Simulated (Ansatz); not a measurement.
Start from SnO₂ in the rutile structure (space group P4_2/mnm, No. 136).

```
SnO2
1.0
    4.82757     0.00000     0.00000
    0.00000     4.82757     0.00000
    0.00000     0.00000     3.23813
Sn O
2 4
Cartesian
  0.00000   0.00000   0.00000
  2.41379   2.41379   1.61907
  1.48004   1.48004   0.00000
  3.89382   0.93375   1.61907
  0.93375   3.89382   1.61907
  3.34753   3.34753   0.00000
```

Cartesian axes are those of the cell as printed.

The values are results of DFT with PBE, PAW potentials and a 420 eV plane-wave cutoff in Ansatz (a first-principles code), spin-orbit coupling left out, not measurements.

Strains are applied to the cell and any free atomic positions relax.

One change was made to it. Results:

| quantity | base | after |
|---|---|---|
| pressure (mean of the normal stresses, compression positive) | 0.00 GPa | 1.29 GPa |
| band gap | 0.68 eV | 0.76 eV |
| valence-band top at Γ (three highest levels, from the VBM) | 0.00, -0.74, -0.74 eV | 0.00, -0.75, -0.75 eV |
| gap character | direct at Γ | direct at Γ |
| shortest interatomic distance | 2.089 Å | 2.083 Å |

Question: Which change produced these results?
A. uniaxial strain ε_zz = −1.20 %
B. uniaxial strain ε_zz = −0.60 %
C. uniaxial strain ε_zz = −1.80 %

Answer: B, uniaxial strain ε_zz = −0.60 %. For comparison, the band gap in the other runs: uniaxial strain ε_zz = −1.80 % gives 0.93 eV; uniaxial strain ε_zz = −1.20 % gives 0.84 eV.

Stability against distortions was not tested.
